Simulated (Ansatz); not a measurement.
The reference is MoSi2 (space group I4/mmm, No. 139; a = 3.202 Å, c = 7.819 Å). Axes: x, y, z lie along a, b, c of the conventional cell.

The values are results of r2SCAN (Ansatz, a program for electronic structure, PAW, spin-orbit coupling left out), earlier PAW set, not measurements.

Modification: the cell is scaled by 1.0101 in all directions; the atoms relax in the strained cell.

**Question.** Predict the stress tensor and what it implies for the stiffness.

**Answer.** Stress of the strained cell less that of the base (GPa, compression positive):
```
   -5.9     0.0     0.0
    0.0    -5.9     0.0
    0.0     0.0    -6.8
```

Then B = −ΔP/(ΔV/V₀) with ΔV/V₀ = 0.0306 gives secant stiffness values (nonlinear terms included at this strain): B (at held cell shape, above the free-shape value) ≈ 202 GPa.

As a check, the harmonic strain energy −½ V₀ Δσ:ε is 7.8 meV/atom; the computed energy rise is 8.1 meV/atom.

A case with no gap was solved on a k-mesh chosen for an insulator, which is coarse for it. Stability against distortions was not tested. The final runs are not spin-polarised.
